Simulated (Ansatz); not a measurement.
Start from CuI in the zinc blende structure (space group F-43m, No. 216; a = 5.862 Å). Axes: x, y, z lie along the cube axes.

Method: LDA (Ansatz, a first-principles code; PAW; 420 eV plane waves; without spin-orbit coupling).

Strains are applied to the cell and any free atomic positions relax.

One change was made to it. Results:

```tsv
quantity	base	after
energy relative to the base (free energy F)	0 meV/atom	+1.7 meV/atom
band gap	1.22 eV	1.19 eV
valence-band top at Γ (three highest levels, from the VBM)	0.00, 0.00, 0.00 eV	0.00, -0.03, -0.06 eV
```

Q: Name the change that was made.
A) tensor shear ε_xy = +1.43 %
B) tensor shear ε_xy = +0.29 %
C) tensor shear ε_xy = +2.00 %
D) tensor shear ε_xy = +0.57 %

A: A, tensor shear ε_xy = +1.43 %. For comparison, the energy relative to the base in the other runs: tensor shear ε_xy = +0.29 % gives +0.1 meV/atom; tensor shear ε_xy = +2.00 % gives +3.4 meV/atom; tensor shear ε_xy = +0.57 % gives +0.3 meV/atom.

Spin-orbit coupling, missing from the scalar runs, can matter with I. Stability against distortions was not tested. All final runs are without spin polarisation.
